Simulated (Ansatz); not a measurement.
**Effect of x(W) = 0.333, 3 atoms, P-3m1 on Mo**

Consider Mo in the bcc (W type) structure (space group Im-3m, No. 229; a = 3.130 Å).

The other end (x = 1) is W in the bcc (W type) structure (space group Im-3m, No. 229): 15.69 Å³/atom, gap zero.

One thing is altered: W replaces 33.3 % of the Mo, ordered in a cell of 3 atoms (starting symmetry P-3m1) and fully relaxed.

Method: plane-wave PAW DFT at the PBEsol level (Ansatz, a first-principles code, 420 eV), no spin-orbit coupling. Γ-centred 12×12×17 mesh, Fermi–Dirac width 0.05 eV, for the changed cell.

```tsv
quantity	base	changed	shift
volume per atom	15.33 Å³	15.45 Å³	+0.12 Å³
density	10.40 g/cm³	13.46 g/cm³	+3.067 g/cm³
shortest interatomic distance	2.710 Å	2.715 Å	+0.005 Å
band gap	zero	zero	–
mixing energy (to 0.01 eV only: unlike meshes or grids)	–	-0.01 eV/atom	–
deviation of the volume from the linear (Vegard-type) interpolation	–	0.0 %	–
```

Final structure:

```
CELL_PARAMETERS angstrom
      4.43972     0.00000     0.00000
     -2.21986     3.84491     0.00000
      0.00000     0.00000     2.71493
ATOMIC_POSITIONS crystal
  W  0.00000 0.00000 0.00000
  Mo 0.33333 0.66667 0.66475
  Mo 0.66667 0.33333 0.33525
```

Cost of the whole job for the changed cell (relaxation, final SCF and bands): very roughly 4 core-minutes.

These are small ordered cells, not random alloys; other orderings at the same x differ. Whether these cells are dynamically stable was not tested. All final runs are without spin polarisation.
